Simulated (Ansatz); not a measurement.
## What H interstitial (started 1.55 Å from the nearest host atom), symmetric start does to Cu

Start from a 12-atom supercell of Cu in the fcc (Cu type) structure (space group Fm-3m, No. 225; a = 3.579 Å) at its relaxed geometry.

Modification: one H atom is added in an open site, starting 1.55 Å from the nearest host atom, atoms relaxed at fixed cell.

Method: Kohn–Sham DFT with the r2SCAN functional, run in Ansatz (a quantum-chemistry and plane-wave program) with PAW and 500 eV plane waves, without spin-orbit coupling, earlier PAW set. Settings: 8×6×8 k-points, 0.05 eV Fermi–Dirac smearing.

```csv
quantity,base,changed,shift
pressure,0.0 GPa,5.0 GPa,+5.0 GPa
largest displacement of a host atom from its site in the perfect cell,–,0.10 Å,–
final site of the added atom,–,4 Cu at 1.62–1.63 Å (tetrahedral),–
```

Cost of the whole job for the changed cell (relaxation, final SCF and bands): very roughly 30 core-minutes.

The cell is small, so the values are those of an ordered compound at a high defect concentration; dilute-limit values will differ. The defect started on the symmetric site and kept its symmetry, so it may sit on a saddle. All final runs are without spin polarisation. The defect cell is not spin-polarised.
